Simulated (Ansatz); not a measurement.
## Mg2Sn under a change: isotropic strain −2.00 %

Take Mg2Sn (space group Fm-3m, No. 225; a = 6.818 Å; relaxed with 0.1 eV smearing) as the base.

Now apply this change: the cell is scaled by 0.9800 in all directions, atoms relaxed at fixed cell.

Method: PBE/PAW in Ansatz (an electronic-structure program), no SOC. Γ-centred 15×15×15 mesh, Fermi–Dirac width 0.1 eV.

```csv
quantity,base,changed,shift
space group,Fm-3m (No. 225),Fm-3m (No. 225),–
shortest interatomic distance,295.2 pm,289.3 pm,-5.9 pm
energy relative to the base (free energy F),0 meV/atom,+13 meV/atom,+13 meV/atom
band gap,zero,zero,–
```

Whether these cells are dynamically stable was not tested.
